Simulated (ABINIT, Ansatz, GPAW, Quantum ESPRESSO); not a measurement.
Code comparison for LaH3 (Fm-3m, 4 atoms in the cell)

Self-consistent single point, at a second geometry (lattice scaled by 0.98). First geometry:

```
LaH3
1.0
    0.00000     2.84416     2.84416
    2.84416     0.00000     2.84416
    2.84416     2.84416     0.00000
La H
1 3
Direct
  0.00000   0.00000   0.00000
  0.50000   0.50000   0.50000
  0.75000   0.75000   0.75000
  0.25000   0.25000   0.25000
```

Shared settings, as Ansatz (an electronic-structure program) writes them: kpoints.mp_grid.grid = 10 10 10; scf.occupations.method = gaussian; scf.occupations.width = 0.272 eV. Potentials and cutoffs stand in the table.

```
code                                                                             model  ΔF from the first geometry (meV/atom)  pressure (GPa)   cutoff
----------------  --------------------------------------------------------------------  -------------------------------------  --------------  -------
ABINIT                                              LDA (PW92), PAW (JTH v2.0 LDA PAW)                                  -27.5           -4.48    30 Ha
Ansatz                                             LDA (PW92), PAW files made with PBE                                  -28.5           -4.82  default
GPAW                     LDA (Perdew-Wang 92), GPAW PAW datasets LDA (gpaw-data 1.0.1)                                  -27.9           -4.60   850 eV
Quantum ESPRESSO  LDA (PZ), PseudoDojo standard norm-conserving (PBE) pseudopotentials                                  -28.0           -4.64   110 Ry
```

The spread over the programs that give each value: ΔF from the first geometry within 1.0 meV/atom; pressure within 0.34 GPa.

Ansatz's pressure is given at a fixed set of plane waves, as the other plane-wave codes print theirs; with its correction for the finite basis it is -4.74 GPa. The same LDA comes in different parametrisations, which differ slightly.

The starting cell comes from a database of computed structures (which also holds hypothetical and non-ambient phases and stackings), without a prior relaxation at this level. Its lattice was rescaled by a random factor within 2.5 % of one. For this run, on top of that: lattice scaled by 0.98.

Left out of this page: Elk and FLEUR (not drawn, or without a comparable value).

Keys are those of Ansatz 0.2.
